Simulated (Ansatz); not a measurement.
System: Si (model structure, R-3m, No. 166, 6 atoms in the cell). Method: PBE0 (plane waves, PAW; Ansatz, a program for electronic structure).

Numerical settings: plane-wave cutoff 460 eV, 6×6×6 k mesh, Fermi–Dirac smearing 0.01 eV, scalar-relativistic PAW data made under PBE.

Cell (relaxed with PBEsol):

Space group R-3m, hexagonal axes (No. 166); a = 3.8301 Å, b = 3.8301 Å, c = 28.3767 Å, α = 90.00°, β = 90.00°, γ = 120.00°

```tsv
atom	site	symmetry	x	y	z
Si	6c	3m	0.0000	0.0000	0.2641
Si	6c	3m	0.0000	0.0000	0.1807
Si	6c	3m	0.0000	0.0000	0.0414
```
(The calculation used a cell of 6 atoms; values per cell refer to that cell.)

### Question
Give the computed band gap, smallest direct gap on the k points sampled and Γ–Γ gap.

### Answer

- band gap = 1.70 eV (on the SCF k mesh) (indirect)
- smallest direct gap on the k points sampled = 2.73 eV
- Γ–Γ gap = 2.75 eV

Note: the relaxation could raise the start's symmetry but not lower it, so the cell can be a saddle point; cell and atoms aren't relaxed at this level (pressure 0.3 GPa).

Cost on a shared machine: very roughly 7 core-minutes.

A model structure was made by putting elements into a prototype or built by hand; it is no filed structure, need not be a known phase, and can be a saddle point held by its symmetry.
